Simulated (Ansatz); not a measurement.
SnS2 (model structure, started from the CdCl2 type, R-3m, No. 166, 3 atoms in the cell) was calculated with PBEsol (Ansatz, an electronic-structure program, plane waves, PAW).

Numerical settings: plane-wave cutoff 500 eV, 12×12×12 k mesh, Fermi–Dirac smearing 0.05 eV, scalar-relativistic PAW data made under PBE.

Cell (relaxed at this level):

```cif
data_S2Sn
_chemical_formula_sum 'Sn1 S2'
_space_group_name_H-M_alt 'P 1'
_space_group_IT_number 1
_cell_length_a 6.54970
_cell_length_b 6.54970
_cell_length_c 6.54970
_cell_angle_alpha 32.366
_cell_angle_beta 32.366
_cell_angle_gamma 32.366
loop_
_space_group_symop_operation_xyz
  'x, y, z'
loop_
_atom_site_label
_atom_site_type_symbol
_atom_site_fract_x
_atom_site_fract_y
_atom_site_fract_z
_atom_site_occupancy
Sn1 Sn 0.00000 0.00000 0.00000 1
S1 S 0.25422 0.25422 0.25422 1
S2 S 0.74578 0.74578 0.74578 1
```

Predict the band gap.


* **band gap**: 1.15 eV (on the SCF k mesh)

Note: the relaxation could raise the start's symmetry but not lower it, so the cell can be a saddle point; the cell has widely spaced layers and the level no dispersion term, so their spacing and the moduli can rest on weak binding.

Spin–orbit coupling is not included.

Static lattice: no zero-point or thermal effects.

Cost on a shared machine: around 120 core-seconds (rough).

A model structure was made by putting elements into a prototype or built by hand; it is no filed structure, need not be a known phase, and can be a saddle point held by its symmetry.
